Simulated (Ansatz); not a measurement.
## Hypothetical diamond B, response to strain

Start from B in the diamond structure (space group Fd-3m, No. 227; a = 4.0521 Å; a hypothetical phase, not in the database extracts checked; relaxed with 0.1 eV smearing). Axes: x, y, z lie along the cube axes.

Strains are applied to the cell and any free atomic positions relax.

Levels (all Ansatz, a quantum-chemistry and plane-wave program, PAW): PBE (420 eV, no spin-orbit coupling); PBEsol (420 eV, scalar-relativistic without spin-orbit coupling).

The base cell above is that of PBE; each level relaxes its own structures.

| case | pressure, PBE | pressure, PBEsol |
|---|---|---|
| isotropic strain −5.95 % | 44.9 GPa | 46.3 GPa |
| isotropic strain −2.17 % | 13.0 GPa | 13.5 GPa |
| isotropic strain +0.15 % | -0.8 GPa | -0.8 GPa |
| isotropic strain +0.78 % | -3.9 GPa | -4.1 GPa |
| uniaxial strain ε_xx = +3.65 % | -6.1 GPa | -6.3 GPa |
| uniaxial strain ε_zz = +4.38 % | -7.2 GPa | -7.5 GPa |
| strain tensor (xx, yy, zz, yz, xz, xy) = (−0.53, +1.03, +0.88, −0.13, +0.46, −0.02) % | -2.4 GPa | -2.5 GPa |

The two levels differ by at most about 1.5 GPa. They put the cases in the same order.

Whether these cells are dynamically stable was not tested.
